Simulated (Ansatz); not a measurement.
Consider Ru in the hcp (Mg type) structure (space group P6_3/mmc, No. 194; a = 2.676 Å, c = 4.224 Å; relaxed with 0.1 eV smearing).

Method: Kohn–Sham DFT with the LDA functional, run in Ansatz (a quantum-chemistry and plane-wave program) with PAW and 420 eV plane waves, no SOC.

Strains are applied to the cell and any free atomic positions relax.

One change was made to it. Results:

The pressure (mean of the normal stresses, compression positive) goes from zero to -10.2 GPa; the energy increases by 13 meV/atom.

Question: Which of these changes matches the shifts?
A) isotropic strain +0.50 %
B) isotropic strain +1.00 %
C) isotropic strain −0.50 %
D) isotropic strain +3.00 %

Answer: B, isotropic strain +1.00 %. For comparison, the energy relative to the base in the other runs: isotropic strain −0.50 % gives +3.4 meV/atom; isotropic strain +3.00 % gives +108 meV/atom; isotropic strain +0.50 % gives +3.3 meV/atom.

Stability against distortions was not tested. All final runs are without spin polarisation.
